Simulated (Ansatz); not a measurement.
The parent structure is HfO2 (space group P4_2/nmc, No. 137; a = 3.577 Å, c = 5.203 Å).

All numbers come from r2SCAN (Ansatz, an electronic-structure program, PAW, no SOC).

Base values:

| Item | Value |
|---|---|
| Pressure | 0.00 GPa |
| Electron mass | 1.0 mₑ along c, 0.89 mₑ across (at Γ) |
| Band gap | 5.27 eV |
| Gap character | indirect, Z → Γ |

It is then changed as follows: the cell is scaled by 1.0493 in all directions, atoms relaxed at fixed cell.

**Question.** What does the calculation give for the pressure after the change?

**Answer.** The pressure (mean of the normal stresses, compression positive) goes from zero to -21.31 GPa.

**Question.** What does the calculation give for the electron mass after the change?

**Answer.** The electron mass becomes 2.2 mₑ along c, 0.63 mₑ across (at Γ) (base: 1.0 mₑ along c, 0.89 mₑ across (at Γ)).

**Question.** What happens to the band gap?

**Answer.** The band gap drops by 0.483 eV, from 5.27 eV to 4.78 eV.

**Question.** Estimate the effect on the gap character.

**Answer.** The gap character becomes indirect, M–Γ (47 % along) → Γ (base: indirect, Z → Γ).

With Hf present, leaving out spin-orbit coupling can change the band edges. The cells carry an imposed strain or load. Masses are band curvatures over ±0.01 Å⁻¹ around the edge. Whether these cells are dynamically stable was not tested. This is not the structure that HfO2 has at room temperature and ambient pressure.
